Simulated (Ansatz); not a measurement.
# A computed series for CdS: response to strain

Consider CdS in the zinc blende structure (space group F-43m, No. 216; a = 5.8243 Å). Axes: x, y, z lie along the cube axes.

Strains are applied to the cell and any free atomic positions relax; under biaxial strain the out-of-plane vector relaxes too; under stress the whole cell relaxes.

Level of theory: plane-wave PAW DFT at the PBEsol level (Ansatz, a program for electronic structure, 420 eV), no spin-orbit coupling.

Candidates:
(a) uniaxial strain ε_zz = −1.83 %
(b) biaxial strain −2.75 %, plane normal [110], relaxed out of plane
(c) uniaxial stress, 2 GPa tension along z

Base values:

```
Quantity    Value
--------  -------
Band gap  1.01 eV
```

Question: Order them by band gap, lowest first.

Answer: (c) uniaxial stress, 2 GPa tension along z (0.89 eV), (b) biaxial strain −2.75 %, plane normal [110], relaxed out of plane (0.96 eV), (a) uniaxial strain ε_zz = −1.83 % (1.01 eV)

Stability under load was not tested beyond the relaxation.
